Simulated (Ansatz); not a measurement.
The complex Ni on the Al site + N vacancy in wurtzite AlN (the Al site; N 1.91 Å away, along c) and its isolated parts, with the Fermi level 2.00 eV above the valence-band maximum, each in its stable bound charge state.

The numbers are results of PBE, PAW (plane waves to 420 eV; Ansatz, an electronic-structure program), not measurements. Details: 96-site cell; 2×2×2 shifted k-points; host gap 4.03 eV; charged states image-corrected; no Hubbard U; energies good to tenths of an eV; flagged in the runs: for some of the defects a host whose relaxation on this sampling wasn't shown to rest.

```csv
defect,charge,"E_f, elements as references (eV)"
Ni on the Al site,−1,5.04
"N vacancy (broken-bond start) [the N site; a neighbour pushed 0.95 Å away from the vacancy, along c]",+1,4.48
"Ni on the Al site + N vacancy [the Al site; N 1.91 Å away, along c]",−1,7.68
```

Binding energy, the parts less the complex: 5.04 + 4.48 − (7.68) = 1.84 eV, bound. The charge changes by −1 on pairing, so the value moves with the Fermi level.
